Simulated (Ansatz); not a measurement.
# Worked example: self-consistent single point of Rh2CuTe4 (Fd-3m, 14 atoms in the cell) in Ansatz

Method: PBE (plane waves, PAW; Ansatz, a first-principles code).

Input:

Ansatz 0.2 input:
```yaml
crystal:
  lattice:
    - [0.00000000, 5.42844900, 5.42844900]
    - [5.42844900, 0.00000000, 5.42844900]
    - [5.42844900, 5.42844900, 0.00000000]
  atoms:
    - { symbol: Rh, position_ang: [1.35711225, 1.35711225, 1.35711225] }
    - { symbol: Rh, position_ang: [1.35711225, 4.07133675, 4.07133675] }
    - { symbol: Rh, position_ang: [4.07133675, 1.35711225, 4.07133675] }
    - { symbol: Rh, position_ang: [4.07133675, 4.07133675, 1.35711225] }
    - { symbol: Cu, position_ang: [8.14267350, 8.14267350, 8.14267350] }
    - { symbol: Cu, position_ang: [5.42844900, 5.42844900, 5.42844900] }
    - { symbol: Te, position_ang: [3.93671121, 3.93671121, 3.93671121] }
    - { symbol: Te, position_ang: [3.93671121, 6.92018679, 6.92018679] }
    - { symbol: Te, position_ang: [6.92018679, 3.93671121, 6.92018679] }
    - { symbol: Te, position_ang: [6.92018679, 6.92018679, 3.93671121] }
    - { symbol: Te, position_ang: [9.63441129, 9.63441129, 9.63441129] }
    - { symbol: Te, position_ang: [9.63441129, 6.65093571, 6.65093571] }
    - { symbol: Te, position_ang: [6.65093571, 9.63441129, 6.65093571] }
    - { symbol: Te, position_ang: [6.65093571, 6.65093571, 9.63441129] }
basis:
  ecutwfc: 420.0
kpoints:
  mp_grid: { grid: [3, 3, 3] }
hamiltonian:
  xc: pbe
  pseudopotentials: { kind: paw }
scf:
  occupations: { method: fermi_dirac, width: 0.1 }
output:
  forces: true
  eigenvalues: true
  stress: true
```

The program printed (abridged):

```
WARN ansatz: RAYON_NUM_THREADS=1 ignored (pool sized by the plan → 1); use --threads N
Pseudopotentials: kind: paw
Pseudopotential: Rh, paw, valence charge 17
Pseudopotential: Cu, paw, valence charge 19
Pseudopotential: Te, paw, valence charge 16
Crystal: 14 atoms, lattice volume = 319.932 Å³
Basis set: ecut = 420 eV, 6231 PW (Γ), exchange–correlation on 108×108×108 points (8 copies of the dense FFT grid, shifted against one another)
Bands: 141, of which v1, the nominal top of the filled ones, is band 117 counted from 1 (116 counted from 0)
Symmetry: 48 space group operations
Space group: Fd-3m (ITA 227), of the structure as read, at distance tolerance 6.8e-5 Å
k-points: 4 of 27
Initial density: superposition of atomic densities (neutral atoms: chi_scale 0, normalization atom), corrected by the library's trained network
Initial wavefunctions: pseudopotential atomic-orbital guess
Eigensolver: davidson
Functional: x = pbe(κ = 0.804, μ = 0.2195149727645171), c = pbe(β = 0.06672455060314922)
SCF iter   1: F=—  HF=-94705.629487 eV  |F-HF|=—  |Δ(HF+E_count)|=         —  Δρ=4.45e-3  dr2=7.15e-2  ethr=1.77e-3  ⟨swp⟩=5.8  Hψ=2064  notcnv=0  defer=12
all-band conjugate gradients solve this SCF's bands
preconditioner: auto → LDOS
SCF iter   2: F=—  HF=-94705.625465 eV  |F-HF|=—  |Δ(HF+E_count)|=   4.02e-3  Δρ=2.45e-3  dr2=1.79e-2  ethr=3.06e-5  ⟨swp⟩=2.0  Hψ=919  notcnv=0  defer=20
SCF iter   3: F=—  HF=-94705.624060 eV  |F-HF|=—  |Δ(HF+E_count)|=   1.41e-3  Δρ=1.61e-3  dr2=5.55e-3  ethr=7.64e-6  ⟨swp⟩=2.0  Hψ=1003  notcnv=0  defer=20
SCF iter   4: F=—  HF=-94705.623104 eV  |F-HF|=—  |Δ(HF+E_count)|=   9.55e-4  Δρ=2.82e-4  dr2=4.46e-4  ethr=2.37e-6  ⟨swp⟩=2.0  Hψ=959  notcnv=0  defer=20
SCF iter   5: F=—  HF=-94705.623031 eV  |F-HF|=—  |Δ(HF+E_count)|=   7.34e-5  Δρ=5.82e-5  dr2=1.12e-5  ethr=1.90e-7  ⟨swp⟩=2.5  Hψ=769  notcnv=0  defer=20
SCF iter   6: F=—  HF=-94705.622961 eV  |F-HF|=—  |Δ(HF+E_count)|=   7.00e-5  Δρ=1.50e-5  dr2=4.19e-7  ethr=4.79e-9  ⟨swp⟩=2.0  Hψ=729  notcnv=0  defer=20
SCF iter   7: F=-94705.622961 eV  HF=-94705.622961 eV  |F-HF|=4.51e-10  |Δ(HF+E_count)|=   1.91e-7  Δρ=2.66e-6  dr2=1.34e-8  ethr=4.27e-11  ⟨swp⟩=11.8  Hψ=2917  notcnv=0
SCF 1 converged in 7 iterations: F = -94705.622961 eV  dr2 = 1.34e-8
SCF converged after 7 iterations
Free energy (F): -94705.622961 eV
Harris-Foulkes:  -94705.622961 eV  (|F-HF|=4.51e-10)
Internal energy: -94705.452039 eV  (E = F + TS)
E sigma→0 (E₀):  -94705.537500 eV
Entropy (-TS):   -0.170922 eV (-12.209 meV/atom)
Fermi energy:    12.986336 eV
--- Per-component energies (eV) ---
  E_band       = -3472.790238
  E_kinetic    = 4370.694130
  E_local      = -29655.091603  (includes V_loc(G=0)·N_el)
  E_nonlocal   = -267.487579
  E_hartree    = 14665.062602
  E_xc         = -2069.881966
  E_vxc        = -2191.184817  (∫ρ·V_xc dr)
  E_paw        = -54991.641614  (= ΣΔE_a)
  E_vpaw       = -5059.839116  (= ΣTr[D̂ρ^β])
  E_aug_tail   = 0.002379  (compensation charges beyond the density's cutoff)
  E_ewald      = -26757.108387
  E_smearing   = -0.170922  (= −TS)
  E_closure    = -0.000000  (closes the sum)
  Σ components = -94705.622961   (vs F -94705.622961, Δ=0.00e0)
--- Forces (eV/Å), atoms counted from 1 ---
  atom   1  Rh    -0.00000000     0.00000000     0.00000000
  atom   2  Rh    -0.00000000     0.00000000    -0.00000000
  atom   3  Rh    -0.00000000     0.00000000     0.00000000
  atom   4  Rh    -0.00000000    -0.00000000     0.00000000
  atom   5  Cu     0.00000000    -0.00000000     0.00000000
  atom   6  Cu     0.00000000    -0.00000000     0.00000000
  atom   7  Te     0.66853286     0.66853286     0.66853286
  atom   8  Te     0.66853286    -0.66853286    -0.66853286
  atom   9  Te    -0.66853286     0.66853286    -0.66853286
  atom  10  Te    -0.66853286    -0.66853286     0.66853286
  atom  11  Te    -0.66853286    -0.66853286    -0.66853286
  atom  12  Te    -0.66853286     0.66853286     0.66853286
  atom  13  Te     0.66853286    -0.66853286     0.66853286
  atom  14  Te     0.66853286     0.66853286    -0.66853286
  max |Σ_I F_I| component: 2.11e-15 eV/Å
--- Stress (GPa, compression-positive) ---
        8.527097      -0.000000       0.000000
       -0.000000       8.527097       0.000000
        0.000000      -0.000000       8.527097
  P = ⅓ Tr σ = 8.5271 GPa (85.271 kbar)
  The stress holds the Pulay correction. Without it, at fixed plane waves, as pw.x and ABINIT print it: P = 8.4726 GPa
--- Band table (eV) ---
  k-point 0: bands = ["-99.7166", "-99.7166", "-65.6671", "-65.6667", "-65.6667", "-65.6667", "-57.1007", "-57.1007", "-57.1007", "-57.1007", "-57.1007", "-57.1007", "-33.6497", "-33.6411", "-33.6411", "-33.6411", "-33.6166", "-33.6166", "-33.6148", [...]
  k-point 1: bands = ["-99.7166", "-99.7166", "-65.6671", "-65.6668", "-65.6667", "-65.6667", "-57.1007", "-57.1007", "-57.1007", "-57.1007", "-57.1007", "-57.1007", "-33.6482", "-33.6424", "-33.6410", "-33.6410", "-33.6162", "-33.6162", "-33.6150", [...]
  k-point 2: bands = ["-99.7166", "-99.7166", "-65.6671", "-65.6668", "-65.6667", "-65.6667", "-57.1007", "-57.1007", "-57.1007", "-57.1007", "-57.1007", "-57.1007", "-33.6475", "-33.6432", "-33.6410", "-33.6410", "-33.6162", "-33.6157", "-33.6153", [...]
  k-point 3: bands = ["-99.7166", "-99.7166", "-65.6670", "-65.6669", "-65.6667", "-65.6667", "-57.1007", "-57.1007", "-57.1007", "-57.1007", "-57.1007", "-57.1007", "-33.6464", "-33.6442", "-33.6410", "-33.6409", "-33.6159", "-33.6156", "-33.6155", [...]
```

The run converged in 7 iterations.

The starting cell was generated: these elements placed on a structure prototype, without a prior relaxation; it need not be a known phase or ordering of this composition. Its lattice was rescaled by a random factor within 2.5 % of one. Spin-orbit coupling is off. Spin polarisation is off. With a pressure of about 9 GPa the cell is away from its equilibrium volume at this level. Forces in this geometry exceed 1 eV/Å. Ansatz's pressure includes its estimate of the finite-basis (Pulay) stress.
